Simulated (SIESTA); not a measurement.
Input and output of a self-consistent single point for MnCl2 (R-3m, 3 atoms in the cell) (SIESTA).

Method: LDA PW92, numerical atomic orbitals DZP, PseudoDojo LDA standard norm-conserving potentials (rewritten from UPF to PSML) run with SIESTA.

```
MnCl2
1.0
    1.84300     1.06406     5.82333
   -1.84300     1.06406     5.82333
    0.00000    -2.12811     5.82333
Mn Cl
1 2
Direct
  0.00000   0.00000   0.00000
  0.25000   0.25000   0.25000
  0.75000   0.75000   0.75000
```
Moments meant for the start (each program seeds them in its own way; μB, in the order of the atoms Mn Cl Cl): 4.0 0.0 0.0.

Reference input (self-consistent single point, DFT, LDA PW92, numerical atomic orbitals DZP, PseudoDojo LDA standard norm-conserving potentials (rewritten from UPF to PSML)): XC.functional = LDA; XC.authors = PW92; potentials = PseudoDojo LDA standard; PAO.BasisSize = DZP; PAO.EnergyShift = 0.01 Ry; MeshCutoff = 300 Ry; kgrid.MonkhorstPack = 9 9 9; OccupationFunction = MP; OccupationMPOrder = 0; ElectronicTemperature = 0.136 eV; Spin = polarized; DM.InitSpin = [1 +4.00, 2 +0.00, 3 +0.00]. This run's input differs from it in these lines:

```diff
@@ -29,5 +29,5 @@
 %block kgrid.MonkhorstPack
-    9   0   0  0.0
-    0   9   0  0.0
-    0   0   9  0.0
+   10   0   0  0.0
+    0  10   0  0.0
+    0   0  10  0.0
 %endblock kgrid.MonkhorstPack
```

Log, with long lists cut:

```
        iscf     Eharris(eV)        E_KS(eV)     FreeEng(eV)     dDmax    Ef(eV) dHmax(eV)
   scf:    1    -3853.134037    -3850.704491    -3850.704491  0.726183 -1.391644 13.480348
     spin moment: {S} , |S| = {        0.0        0.0    5.00000 }     5.00000
   scf:    2    -3853.531727    -3852.213033    -3852.213033  0.100014 -2.113432  9.586486
     spin moment: {S} , |S| = {        0.0        0.0    5.00000 }     5.00000
   scf:    3    -3853.816280    -3853.552538    -3853.552538  0.216186 -4.056611  0.616993
     spin moment: {S} , |S| = {        0.0        0.0    5.00000 }     5.00000
   [... lines left out ...]
     spin moment: {S} , |S| = {        0.0        0.0    5.00000 }     5.00000
   scf:   11    -3853.604149    -3853.604149    -3853.604149  0.000112 -4.043315  0.001708
     spin moment: {S} , |S| = {        0.0        0.0    5.00000 }     5.00000
   scf:   12    -3853.604149    -3853.604149    -3853.604149  0.000040 -4.043047  0.000149
     spin moment: {S} , |S| = {        0.0        0.0    5.00000 }     5.00000
   scf:   13    -3853.604149    -3853.604149    -3853.604149  0.000008 -4.043057  0.000059
     spin moment: {S} , |S| = {        0.0        0.0    5.00000 }     5.00000
SCF Convergence by DM+H criterion
max |DM_out - DM_in|         :     0.0000081179
max |H_out - H_in|      (eV) :     0.0000592616
SCF cycle converged after 13 iterations

Using DM_out to compute the final energy and forces

siesta: E_KS(eV) =            -3853.6041

siesta: E_KS - E_eggbox =     -3853.6041

siesta: Atomic forces (eV/Ang):
     1    0.000000   -0.000000    0.000000
     2   -0.000000    0.000000    0.791047
     3    0.000000   -0.000000   -0.791047
   Tot    0.000000   -0.000000   -0.000000
   Max    0.791047
   Res    0.372903    sqrt( Sum f_i^2 / 3N )
   Max    0.791047    constrained

Stress tensor Voigt[x,y,z,yz,xz,xy] (kbar):       88.12       88.12       86.54       -0.00       -0.00        0.00
(Free)E + p*V (eV/cell)    -3857.3502
Target enthalpy (eV/cell)    -3853.6041

   [... lines left out ...]
siesta: FreeEng =     -3853.604149
siesta: Cell volume =         68.519308 Ang**3
siesta:         -87.59399020        -33.73706771  kBar
   [... lines left out ...]
   3  3.495   0.892   0.032   0.836   0.924   0.836   0.002  -0.049   0.002
              0.002   0.005   0.004   0.005   0.002

mulliken: Qtot =       12.000

Mulliken Atomic Populations:
Atom #   charge [q] valence [e]      Sz [e]  Species
     1     0.219554   14.780446    4.760630  Mn
     2    -0.109777    7.109777    0.119685  Cl
     3    -0.109777    7.109777    0.119685  Cl
 Total    -0.000000                5.000000
```

The run converged in 13 iterations. Against the reference run the free energy stays essentially unchanged (within 1 meV/atom), the pressure stays at -8.76 GPa, the largest force stays at 0.791 eV/Å, the gap on the mesh goes from 1.805 to 1.783 eV and the size of the net moment stays at 1.67 μB/atom.

The starting cell comes from a database of published, mostly measured structures (it also holds non-ambient and calculated ones), without a prior relaxation at this level. With one magnetic atom in the cell only a parallel order is possible. Values carry the incompleteness of an atom-centred basis. With a pressure of about -9 GPa the cell is away from its equilibrium volume at this level.

Cost on one core of a shared machine: roughly 40 s.
